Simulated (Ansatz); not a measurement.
**metastable zinc-blende AlN: the defect Mg_Al**

Computed with PBE, PAW (plane waves to 420 eV; Ansatz, an electronic-structure program). Cell: 64 sites, 2×2×2; final energies on a 2×2×2 shifted mesh. Site at the start: the Al site. Finite-size correction: monopole term and site-potential alignment. Dielectric constants: PBE linear response of the host. Host gap at this level: 3.31 eV. Finite-size and sampling errors can reach tenths of an eV here. The semilocal functional narrows the gap, so deep levels can fall outside it. Spin–orbit coupling is left out. Each state is the lowest found from its start.

Formation energies E_f are given with the Fermi level at the valence-band maximum. Chemical conditions: Al-rich (Δμ(Al) = 0.00 eV, Δμ(Mg) = -0.035 eV, bounded by Mg17Al12 (I-43m); only phases computed here count, gases as isolated molecules at 0 K). Reference phases: Al: fcc Al, Mg: hcp Mg.

| charge | moment (μB) | largest move off a lattice site (Å) | image correction with alignment (eV) | E_f, Al-rich (eV) |
|---|---|---|---|---|
| +1† | not spin-polarised | 0.15 | 0.14 | – |
| 0† | 1.0 | 0.14 | 0.00 | 3.43 |
| −1 | not spin-polarised | 0.13 | 0.22 | 3.85 |

† Not settled in this cell, so no level is given: charge +1: a level filled in part, carriers not clearly localised, level within 0.1 eV of a band edge or past it; charge 0: a level filled in part.

Flagged in the runs: a doubtful potential alignment.
